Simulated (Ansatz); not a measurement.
The reference is InAs in the zinc blende structure (space group F-43m, No. 216; a = 6.186 Å).

Calculations: PBE, PAW, 420 eV (Ansatz, a quantum-chemistry and plane-wave program; no SOC).

Before the change:

* **Pressure**: 0.0 GPa

The change: an isotropic linear strain of −2.00 %; the atoms relax in the strained cell.

Q: Predict the new energy relative to the base.

A: The energy rises by 18 meV/atom.

Q: How does this affect the pressure?

A: The pressure goes from zero to 3.4 GPa.

A case with no gap was solved on a k-mesh chosen for an insulator, which is coarse for it. No phonon test of stability was made. The final runs are not spin-polarised.
